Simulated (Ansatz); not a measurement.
Pressure series in BaTiO3

Take BaTiO$_{3}$ (space group P4mm, No. 99; a = 3.973 Å, c = 4.112 Å) as the base.

Cell and atoms are relaxed at each pressure.

Levels (all Ansatz, a quantum-chemistry and plane-wave program, PAW, earlier PAW set): r2SCAN (500 eV, spin-orbit coupling left out); HSE06 (420 eV, without spin-orbit coupling).

Band gaps by level, all at the geometries relaxed with r2SCAN:

| case | r2SCAN | HSE06 |
|---|---|---|
| base | 2.23 eV | 3.31 eV |
| pressure −2 GPa | 2.22 eV | 3.31 eV |
| pressure −1 GPa | 2.23 eV | 3.31 eV |
| pressure 1.8 GPa | 2.25 eV | 3.32 eV |
| pressure 18 GPa | 2.38 eV | 3.42 eV |
| pressure 30 GPa | 2.41 eV | 3.46 eV |
| pressure 45 GPa | 2.43 eV | ? |
| pressure 60 GPa | 2.44 eV | ? |

**Question.** Complete the table.

**Answer.** 
- pressure 45 GPa, HSE06: 3.48 eV
- pressure 60 GPa, HSE06: 3.49 eV

Single points use the geometry relaxed with r2SCAN. HSE06 was sampled on its mesh, a few special points and the semilocal edge points, so its gap is an upper bound. Load acts through the strain it causes; cell and atoms are relaxed under it. No phonon test of stability was made. No other phases were tried under pressure. The final runs are not spin-polarised. Along this pressure series the structure jumps between pressure 9 GPa and pressure 18 GPa; cells beyond that are another form of it.
